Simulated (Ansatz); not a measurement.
# BP, response to strain

The reference is BP in the zinc blende structure (space group F-43m, No. 216; a = 4.537 Å).

Strains are applied to the cell and any free atomic positions relax.

Computed with Kohn–Sham DFT with the r2SCAN functional, run in Ansatz (a first-principles code) with PAW and 500 eV plane waves, spin-orbit coupling left out.

```csv
isotropic strain (%),pressure (GPa)
0,0.0
0.5,-2.5
1,?
1.5,-7.0
2,-9.0
2.5,-10.9
3,-12.7
```

Task: Fit P = P₀ − Bδ + Cδ² with δ = (1 + ε)³ − 1 to the rows shown and predict the withheld row.

Result: Least squares on the printed values gives P₀ = 0.0 GPa, B = 168 GPa, C = 336 GPa (largest residual 0.0 GPa); this predicts -4.8 GPa, and the run gives -4.8 GPa, in agreement.

Whether these cells are dynamically stable was not tested.
